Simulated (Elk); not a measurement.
# A self-consistent single point of TiSi2 (Fddd, 6 atoms in the cell) with Elk

Method: PBE, all-electron FP-LAPW, Elk's shipped species files, LAPW+lo basis run with Elk.

Input:

```
tasks
  0

xctype
  20

rgkmax
  8.0

gmaxvr
  14.0

nxoapwlo
  1

stype
  0

swidth
  0.00734986

scale
  1.889726125

avec
    0.0000000000    4.2089240000    4.3575360000
    2.4425570000    0.0000000000    4.3575360000
    2.4425570000    4.2089240000    0.0000000000

atoms
  2   : nspecies
  'Ti.in'   : spfname
  2   : natoms; atposl, bfcmt below
  0.5000000000  0.5000000000  0.5000000000    0.0 0.0 0.0
  0.7500000000  0.7500000000  0.7500000000    0.0 0.0 0.0
  'Si.in'   : spfname
  4   : natoms; atposl, bfcmt below
  0.8374300000  0.1625700000  0.8374300000    0.0 0.0 0.0
  0.1625700000  0.8374300000  0.1625700000    0.0 0.0 0.0
  0.4125700000  0.0874300000  0.4125700000    0.0 0.0 0.0
  0.0874300000  0.4125700000  0.0874300000    0.0 0.0 0.0

ngridk
  7 7 7
```

Output, abridged:

```
│ Elk code version 10.2.4 │

All units are atomic (Hartree, Bohr, etc.)

│ Ground-state run starting from atomic densities │

Lattice vectors :
   0.000000000       7.953713641       8.234549620
   4.615763775       0.000000000       8.234549620
   4.615763775       7.953713641       0.000000000

Unit cell volume      :    604.6212014
Brillouin zone volume :   0.4102572203

Muffin-tin inner radius fraction :   0.1000000000E-01

Nuclei treated as point charges

Species :    1 (Ti)
 parameters loaded from : Ti.in
 name : titanium
 nuclear charge    :   -22.00000000
 electronic charge :    22.00000000
 atomic mass :    87256.20310
 muffin-tin radius :    2.400000000
 number of radial points in muffin-tin :    497
 atomic positions (lattice), magnetic fields (Cartesian) :
   1 :   0.37500000  0.37500000  0.37500000    0.00000000  0.00000000  0.00000000
   2 :  -0.37500000 -0.37500000 -0.37500000    0.00000000  0.00000000  0.00000000

Species :    2 (Si)
 parameters loaded from : Si.in
 name : silicon
 nuclear charge    :   -14.00000000
 electronic charge :    14.00000000
 atomic mass :    51196.73454
 muffin-tin radius :    2.200000000
 number of radial points in muffin-tin :    397
 atomic positions (lattice), magnetic fields (Cartesian) :
   1 :  -0.28757000  0.03757000 -0.28757000    0.00000000  0.00000000  0.00000000
   2 :   0.03757000 -0.28757000  0.03757000    0.00000000  0.00000000  0.00000000
   3 :   0.28757000 -0.03757000  0.28757000    0.00000000  0.00000000  0.00000000
   4 :  -0.03757000  0.28757000 -0.03757000    0.00000000  0.00000000  0.00000000

Total number of atoms per unit cell :    6

Spin treatment :
 spin-unpolarised

Number of Bravais lattice symmetries :    8
Number of crystal symmetries         :    8
Crystal has inversion symmetry
Real symmetric eigensolver will be used

k-point grid :      7     7     7
k-point offset :    0.000000000       0.000000000       0.000000000
k-point set is reduced with full crystal symmetry group
Total number of k-points :       64

Muffin-tin radius times maximum |G+k| :    8.000000000
 using average radius
Maximum |G+k| for APW functions       :    3.529411765
Maximum (1/2)|G+k|²                   :    6.228373702
Maximum |G| for potential and density :    14.00000000
 potential will be trimmed for |G| > 2 gkmax
Constant for pseudocharge density :    8
Radial integration step length :    4

G-vector grid sizes :     54    45    42
Number of G-vectors :    28019

Maximum angular momentum used for
 APW functions                      :    8
 outer part of muffin-tin           :    6
 inner part of muffin-tin           :    1

Total nuclear charge    :   -100.0000000
Total core charge       :    60.00000000
Total valence charge    :    40.00000000
Total excess charge     :    0.000000000
Total electronic charge :    100.0000000

Effective Wigner radius, rₛ :    1.130138285

Number of empty states         :   24
Total number of valence states :   44
Total number of core states    :   60

Total number of local-orbitals :   42

Exchange-correlation functional :     20     0     0
 Perdew-Burke-Ernzerhof, Phys. Rev. Lett. 77, 3865 (1996)
 gradient requirement :    1
 generalised gradient approximation (GGA)

Smearing type :    0
 Gaussian
Smearing width :   0.7349860000E-02
Effective electronic temperature (K) :    2320.902224

Mixing type :    3
 Broyden mixing, J. Phys. A: Math. Gen. 17, L317 (1984)

Kohn-Sham potential initialised from atomic data

│ Self-consistent loop started │
│ Loop number : 1 │
 total energy                :     -2872.29789345
│ Loop number : 2 │
 total energy                :     -2872.36247264
RMS change in Kohn-Sham potential (target) :   0.5655645750     (  0.1000000000E-05)
Absolute change in total energy (target)   :   0.6457919291E-01 (  0.1000000000E-03)
│ Loop number : 3 │
 total energy                :     -2870.85734368
RMS change in Kohn-Sham potential (target) :   0.4944932709     (  0.1000000000E-05)
Absolute change in total energy (target)   :    1.488984167     (  0.1000000000E-03)
│ Loop number : 4 │
 total energy                :     -2870.77672187
RMS change in Kohn-Sham potential (target) :   0.1976357457     (  0.1000000000E-05)
Absolute change in total energy (target)   :   0.4528678513     (  0.1000000000E-03)
│ Loop number : 5 │
 total energy                :     -2868.87936451
RMS change in Kohn-Sham potential (target) :   0.6407081735E-01 (  0.1000000000E-05)
Absolute change in total energy (target)   :    2.010574322     (  0.1000000000E-03)
│ Loop number : 6 │
 total energy                :     -2868.38873504
RMS change in Kohn-Sham potential (target) :   0.1585146976E-01 (  0.1000000000E-05)
Absolute change in total energy (target)   :   0.9932730522     (  0.1000000000E-03)
│ Loop number : 7 │
 total energy                :     -2868.15688676
RMS change in Kohn-Sham potential (target) :   0.1429779164E-02 (  0.1000000000E-05)
Absolute change in total energy (target)   :   0.4801665426     (  0.1000000000E-03)
│ Loop number : 8 │
 total energy                :     -2868.13876586
RMS change in Kohn-Sham potential (target) :   0.7233641703E-03 (  0.1000000000E-05)
Absolute change in total energy (target)   :   0.1381625296     (  0.1000000000E-03)
│ Loop number : 9 │
 total energy                :     -2868.13976617
RMS change in Kohn-Sham potential (target) :   0.4190732771E-04 (  0.1000000000E-05)
Absolute change in total energy (target)   :   0.3354032756E-01 (  0.1000000000E-03)
│ Loop number : 10 │
 total energy                :     -2868.14096060
RMS change in Kohn-Sham potential (target) :   0.2227594657E-04 (  0.1000000000E-05)
Absolute change in total energy (target)   :   0.7190647696E-02 (  0.1000000000E-03)
│ Loop number : 11 │
 total energy                :     -2868.14319345
RMS change in Kohn-Sham potential (target) :   0.1908096213E-04 (  0.1000000000E-05)
Absolute change in total energy (target)   :   0.4351856701E-03 (  0.1000000000E-03)
│ Loop number : 12 │
 total energy                :     -2868.14283132
RMS change in Kohn-Sham potential (target) :   0.8587796694E-05 (  0.1000000000E-05)
Absolute change in total energy (target)   :   0.2533275369E-03 (  0.1000000000E-03)
│ Loop number : 13 │
 total energy                :     -2868.14252548
RMS change in Kohn-Sham potential (target) :   0.1790190547E-05 (  0.1000000000E-05)
Absolute change in total energy (target)   :   0.3691726579E-03 (  0.1000000000E-03)
│ Loop number : 14 │
 total energy                :     -2868.14245573
RMS change in Kohn-Sham potential (target) :   0.3476899540E-06 (  0.1000000000E-05)
Absolute change in total energy (target)   :   0.1620466464E-03 (  0.1000000000E-03)
│ Loop number : 15 │
 total energy                :     -2868.14244442
RMS change in Kohn-Sham potential (target) :   0.1129138388E-06 (  0.1000000000E-05)
Absolute change in total energy (target)   :   0.5182586074E-04 (  0.1000000000E-03)
Convergence targets achieved

│ Loop number : 16 │

Energies :
 Fermi                       :     0.337514387181
 sum of eigenvalues          :     -1621.28988958
 electron kinetic            :      2886.55843729
 core electron kinetic       :      2728.09980854
 Coulomb                     :     -5586.46083437
 Coulomb potential           :     -4290.42314813
 nuclear-nuclear             :     -430.596640395
 electron-nuclear            :     -6021.30523981
 Hartree                     :      865.441045838
 Madelung                    :     -3441.24926030
 xc potential                :     -217.425178739
 exchange                    :     -164.096622106
 correlation                 :     -4.14342073232
 total energy                :     -2868.14243992

Density of states at Fermi energy :    72.85112005
 (states/Hartree/unit cell)

Estimated indirect band gap :   0.3860209506E-03
 from k-point      8 to k-point     48
Estimated direct band gap   :   0.5256190458E-02
 at k-point      4

Charges :
 core                        :    60.00000000
 valence                     :    40.00000000
 interstitial                :    10.28789217
 muffin-tins (core leakage)
  species :    1 (Ti)
   atom    1                 :    20.44719754     (  0.5088836019E-09)
   atom    2                 :    20.44719754     (  0.5088836019E-09)
  species :    2 (Si)
   atom    1                 :    12.20442819     (  0.1322046743E-02)
   atom    2                 :    12.20442819     (  0.1322046743E-02)
   atom    3                 :    12.20442819     (  0.1322046743E-02)
   atom    4                 :    12.20442819     (  0.1322046743E-02)
 total in muffin-tins        :    89.71210783
 total calculated charge     :    99.99429432
 total charge                :    100.0000000
 error                       :   0.5705677819E-02

│ Self-consistent loop stopped │
```

The run converged in 16 iterations. The count includes the last loop, which Elk runs after its targets are met.

The starting cell comes from a database of computed structures (which also holds hypothetical and non-ambient phases and stackings), without a prior relaxation at this level. Its lattice was rescaled by a random factor within 2.5 % of one. Spin polarisation is off. Values depend on the basis (sphere radii, cutoffs, local orbitals), which need not be converged. The log's line on a gap gives a spacing of levels on this mesh, which the program prints for metals too.

Cost on one core of a shared machine: roughly 3 min.
